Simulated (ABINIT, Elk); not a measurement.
An Elk input for a self-consistent single point of CuI (F-43m, 2 atoms in the cell) (DFT, PBE, spin-orbit coupling in second variation, all-electron FP-LAPW, Elk's shipped species files, default APW+lo basis):

```
tasks
  0

xctype
  20

spinorb
  .true.

rmtscf
  0.93

lmaxi
  3

nempty
  10

swidth
  0.000367493

maxscl
  100

scale
  1.889726125

avec
    0.0000000000    3.0250000000    3.0250000000
    3.0250000000    0.0000000000    3.0250000000
    3.0250000000    3.0250000000    0.0000000000

sppath
  'species/'

atoms
  2
  'Cu.in'
  1
  0.0000000000  0.0000000000  0.0000000000    0.0 0.0 0.0
  'I.in'
  1
  0.2500000000  0.2500000000  0.2500000000    0.0 0.0 0.0

ngridk
  5 5 5
```

Question: Give the ABINIT input for the same structure, mesh, smearing and functional.

Answer: This is the input that was run; spellings and numerical settings could be chosen otherwise.

```
# CuI, JTH v2.0 PBE PAW
pp_dirpath "./"
pseudos "Cu.GGA_PBE-JTH.xml, I.GGA_PBE-JTH.xml"
acell 3*1.0 Angstrom
rprim
        -0.0000000000    3.0250000000    3.0250000000
         3.0250000000   -0.0000000000    3.0250000000
         3.0250000000    3.0250000000   -0.0000000000
natom 2
ntypat 2
znucl 29 53
typat 1 2
xred
         0.0000000000    0.0000000000    0.0000000000
         0.2500000000    0.2500000000    0.2500000000
ecut 30
pawecutdg 60
ixc 11
nspinor 2
nspden 1
occopt 3
tsmear 0.00036749
nband 42
kptopt 4
ngkpt 5 5 5
nshiftk 1
shiftk 0 0 0
nstep 100
tolvrs 1.0e-12
prtwf 0
prtden 0
prtvol 1
```

Basis, cutoffs, solver keys and any potentials are the target program's own. This input uses DFT, PBE, spin-orbit coupling, plane waves, PAW (JTH v2.0 PBE PAW).

The starting cell has typed, rounded lattice constants, without a prior relaxation at this level.
